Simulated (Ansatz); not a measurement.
Abridged Ansatz (a quantum-chemistry and plane-wave program) output:

```
Relaxation: its limit of steps is 50 (relax.max_steps)
Pseudopotential: Sn, paw, valence charge 14
Pseudopotential: O, paw, valence charge 6
Crystal: 4 atoms, lattice volume = 62.745 Å³
Basis set: ecut = 420 eV, 1231 PW (Γ), exchange–correlation on 50×50×64 points (8 copies of the dense FFT grid, shifted against one another)
Bands: 24, of which v1, the nominal top of the filled ones, is band 20 counted from 1 (19 counted from 0)
Symmetry: 16 space group operations
k-points: 168 of 1440
Functional: x = pbe(κ = 0.804, μ = 0.2195149727645171), c = pbe(β = 0.06672455060314922)
SCF iter   1: F=—  HF=-13184.044827 eV  |F-HF|=—  |Δ(HF+E_count)|=         —  Δρ=2.87e-3  dr2=1.76e-3  ethr=1.77e-3  ⟨swp⟩=6.1  Hψ=18401  notcnv=0
SCF iter   2: F=—  HF=-13184.044904 eV  |F-HF|=—  |Δ(HF+E_count)|=   7.75e-5  Δρ=1.56e-3  dr2=8.17e-4  ethr=4.41e-6  ⟨swp⟩=2.1  Hψ=7849  notcnv=0
SCF 1 converged in 9 iterations: F = -13184.045146 eV  dr2 = 2.85e-10
relax step   1: F+E_penalty+E_count = -13184.04514623 eV  Δ(F+E_penalty+E_count) = +0.000e0 eV  max|allowed force component| = 1.692e0 eV/Å  Δτ_max = 0.0000 Å  (9 SCF iters, accepted)
Crystal: 4 atoms, lattice volume = 62.745 Å³
SCF iter   1: F=—  HF=-13184.162502 eV  |F-HF|=—  |Δ(HF+E_count)|=         —  Δρ=1.43e-2  dr2=7.17e-2  ethr=1.80e-4  ⟨swp⟩=1.1  Hψ=19358  notcnv=0
SCF iter   2: F=—  HF=-13184.145930 eV  |F-HF|=—  |Δ(HF+E_count)|=   1.66e-2  Δρ=6.69e-3  dr2=1.95e-2  ethr=1.79e-4  ⟨swp⟩=2.7  Hψ=7222  notcnv=0
SCF 2 converged in 10 iterations: F = -13184.141003 eV  dr2 = 2.74e-10
relax step   2: F+E_penalty+E_count = -13184.14100289 eV  Δ(F+E_penalty+E_count) = -9.586e-2 eV  max|allowed force component| = 8.635e-1 eV/Å  Δτ_max = 0.1171 Å  (10 SCF iters, accepted)
Crystal: 4 atoms, lattice volume = 62.745 Å³
SCF iter   1: F=—  HF=-13184.179220 eV  |F-HF|=—  |Δ(HF+E_count)|=         —  Δρ=5.21e-3  dr2=9.65e-3  ethr=2.40e-4  ⟨swp⟩=4.2  Hψ=13044  notcnv=0
SCF iter   2: F=—  HF=-13184.176517 eV  |F-HF|=—  |Δ(HF+E_count)|=   2.70e-3  Δρ=2.42e-3  dr2=2.72e-3  ethr=2.41e-5  ⟨swp⟩=2.0  Hψ=8724  notcnv=0
SCF 3 converged in 10 iterations: F = -13184.175597 eV  dr2 = 4.16e-11
relax step   3: F+E_penalty+E_count = -13184.17559669 eV  Δ(F+E_penalty+E_count) = -3.459e-2 eV  max|allowed force component| = 6.357e-2 eV/Å  Δτ_max = 0.0429 Å  (10 SCF iters, accepted)
Crystal: 4 atoms, lattice volume = 62.745 Å³
[...]
SCF 4 converged in 7 iterations: F = -13184.175781 eV  dr2 = 2.60e-10
relax step   4: F+E_penalty+E_count = -13184.17578054 eV  Δ(F+E_penalty+E_count) = -1.838e-4 eV  max|allowed force component| = 8.178e-4 eV/Å  Δτ_max = 0.0029 Å  (7 SCF iters, accepted)
SCF converged after 7 iterations
Free energy (F): -13184.175781 eV
Internal energy: -13184.172817 eV  (E = F + TS)
E sigma→0 (E₀):  -13184.174299 eV
Entropy (-TS):   -0.002964 eV (-0.741 meV/atom)
Fermi energy:    11.754262 eV
  E_disp       = -1.051581  (pairwise vdW)
--- Forces (eV/Å), atoms counted from 1 ---
  atom   1  Sn     0.00000000     0.00000000     0.00081777
  atom   2  Sn     0.00000000     0.00000000    -0.00081777
  atom   3  O      0.00000000     0.00000000     0.00000000
  atom   4  O      0.00000000     0.00000000    -0.00000000
--- Stress (GPa, compression-positive) ---
        8.005255       0.000000       0.000000
        0.000000       8.005255       0.000000
        0.000000       0.000000       3.449313
  P = ⅓ Tr σ = 6.4866 GPa (64.866 kbar)
--- Relaxed structure (4 steps of the walk, 4 accepted, 0 SCFs on fresh bases) ---
  atoms:
    - { symbol: Sn, position: [0.49999999999999994, -1.139079335009332e-35, 0.2602404153892636] }
    - { symbol: Sn, position: [-8.909227655965848e-35, 0.49999999999999994, 0.7397595846107362] }
    - { symbol: O, position: [7.363334272738896e-35, 2.4408842893057117e-35, 0.0] }
    - { symbol: O, position: [0.49999999999999994, 0.49999999999999994, 0.0] }
```

### Question
What was computed, and what are the main results?

### Answer
SnO, 4 atoms in the cell, with Ansatz PBE-D3(BJ), no spin-orbit coupling. The last SCF converged to F = -13184.175781 eV, or -3296.0439 eV per atom, at a pressure of 6.49 GPa. The total energy compares only with runs of the same code, potentials and settings.

The cells carry an imposed strain or load. No phonon test of stability was made. All final runs are without spin polarisation. The cell was made from SnO in the litharge type structure (space group P4/nmm, No. 129; layered, stacked along the Cartesian z axis) by this change: isotropic strain −3.61 %.

Keys are those of Ansatz 0.2.
